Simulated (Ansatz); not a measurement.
The structure below was relaxed with Kohn–Sham DFT with the r2SCAN functional, run in Ansatz (a program for electronic structure) with PAW and 500 eV plane waves, no spin-orbit coupling.

Space group P422 (No. 89); a = 6.043 Å, b = 6.043 Å, c = 5.163 Å, α = 90.00°, β = 90.00°, γ = 90.00°

```csv
atom,site,symmetry,x,y,z
Al,8p,1,0.3410,0.1604,0.2528
Pt,1b,422,0.0000,0.0000,0.5000
Pt,1c,422,0.5000,0.5000,0.0000
Pt,1a,422,0.0000,0.0000,0.0000
Cu,1d,422,0.5000,0.5000,0.5000
```

Problem. Write out a cell with all atoms.

Solution. 
```cif
data_Al8CuPt3
_chemical_formula_sum 'Al8 Pt3 Cu1'
_space_group_name_H-M_alt 'P 1'
_space_group_IT_number 1
_cell_length_a 6.04281
_cell_length_b 6.04281
_cell_length_c 5.16311
_cell_angle_alpha 90.000
_cell_angle_beta 90.000
_cell_angle_gamma 90.000
loop_
_space_group_symop_operation_xyz
  'x, y, z'
loop_
_atom_site_label
_atom_site_type_symbol
_atom_site_fract_x
_atom_site_fract_y
_atom_site_fract_z
_atom_site_occupancy
Al1 Al 0.16044 0.65897 0.25282 1
Al2 Al 0.65897 0.16044 0.74718 1
Al3 Al 0.16044 0.34103 0.74718 1
Al4 Al 0.65897 0.83956 0.25282 1
Al5 Al 0.34103 0.16044 0.25282 1
Al6 Al 0.83956 0.65897 0.74718 1
Al7 Al 0.34103 0.83956 0.74718 1
Al8 Al 0.83956 0.34103 0.25282 1
Pt1 Pt 0.00000 0.00000 0.50000 1
Pt2 Pt 0.50000 0.50000 0.00000 1
Pt3 Pt 0.00000 0.00000 0.00000 1
Cu1 Cu 0.50000 0.50000 0.50000 1
```
This is the conventional cell.

Each cell is one ordered arrangement of few atoms, which overstates ordering effects compared with a random alloy. Stability against distortions was not tested. The final runs are not spin-polarised. The cell was made from Al2Cu by this change: x(Pt) = 0.75, 12 atoms, P422.
